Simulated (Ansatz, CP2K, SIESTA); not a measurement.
One structure in several programs: Bi (R-3m, 2 atoms in the cell)

Relaxation of cell and atoms.

```
Bi
1.0
    4.22706    -2.30844     0.00000
    4.22706     2.30844     0.00000
    2.96639     0.00000     3.79440
Bi
2
Direct
  0.23400   0.23400   0.23400
  0.76600   0.76600   0.76600
```

Shared settings, as Ansatz (an electronic-structure program) writes them: kpoints.mp_grid.grid = 9 9 9; scf.occupations.method = gaussian; scf.occupations.width = 0.02 Ry. Potentials and cutoffs stand in the table.

```
code                                                                                                                      model  final volume (Å³/atom)       cutoff
------  -----------------------------------------------------------------------------------------------------------------------  ----------------------  -----------
CP2K                                                    PBE, GPW, TZVP-MOLOPT-SR-GTH basis, GTH-PBE potentials (GTH_POTENTIALS)                   37.19  grid 400 Ry
SIESTA  GGA PBE, numerical atomic orbitals DZP, PseudoDojo PBE standard norm-conserving potentials (rewritten from UPF to PSML)                   36.69  grid 350 Ry
Ansatz                                                                                                   PBE, default PAW files                   36.85      30.9 Ry
```

On Ansatz's run: spin-orbit coupling is off.

The spread over the programs that give each value: final volume within 0.50 Å³/atom.

CP2K and SIESTA use small atom-centred bases, whose incompleteness enters pressures, forces and empty levels differently from a plane-wave cutoff. The programs treat the finite-basis stress differently while the cell relaxes: Ansatz adds an estimate of it.

The starting cell has typed, rounded lattice constants, without a prior relaxation at this level. Its lattice was rescaled by a random factor within 2.5 % of one.

Keys are those of Ansatz 0.2.
